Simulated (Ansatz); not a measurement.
# Pressure series in RuSi

Consider RuSi (space group P2_13, No. 198; a = 4.7047 Å).

Cell and atoms are relaxed at each pressure.

All numbers come from plane-wave PAW DFT at the r2SCAN level (Ansatz, a quantum-chemistry and plane-wave program, 500 eV), without spin-orbit coupling.

| P (GPa) | V (Å³/atom) |
|---|---|
| -2.00 | 13.138 |
| -1.00 | 13.077 |
| 1.79 | 12.914 |
| 4.19 | 12.785 |
| 8.99 | 12.548 |
| 29.99 | 11.750 |
| 60.00 | 10.964 |

A third-order Birch–Murnaghan fit to these points gives V₀ = 13.02 Å³/atom, B₀ = 224 GPa and B₀′ = 5.2. At pressure 60 GPa the volume is 84.2 % of V₀.

Load acts through the strain it causes; cell and atoms are relaxed under it. Whether these cells are dynamically stable was not tested. No other phases were tried under pressure.
